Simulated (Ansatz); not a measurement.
The parent structure is PbTe in the rock salt structure (space group Fm-3m, No. 225; a = 6.380 Å). Axes: x, y, z lie along the cube axes.

Level of theory: LDA/PAW in Ansatz (a program for electronic structure), scalar-relativistic without spin-orbit coupling.

One thing is altered: every lattice vector is stretched by 2.50 %; the atoms relax in the strained cell.

Q: Predict the stress tensor and what it implies for the stiffness.

A: Stress of the strained cell less that of the base (GPa, compression positive):
```
  -3.05    0.00    0.00
   0.00   -3.05    0.00
   0.00    0.00   -3.05
```

Then B = −ΔP/(ΔV/V₀) with ΔV/V₀ = 0.0769 gives secant stiffness values (nonlinear terms included at this strain): B ≈ 40 GPa.

As a check, the harmonic strain energy −½ V₀ Δσ:ε is 23 meV/atom; the computed energy rise is 25 meV/atom.

Whether these cells are dynamically stable was not tested.
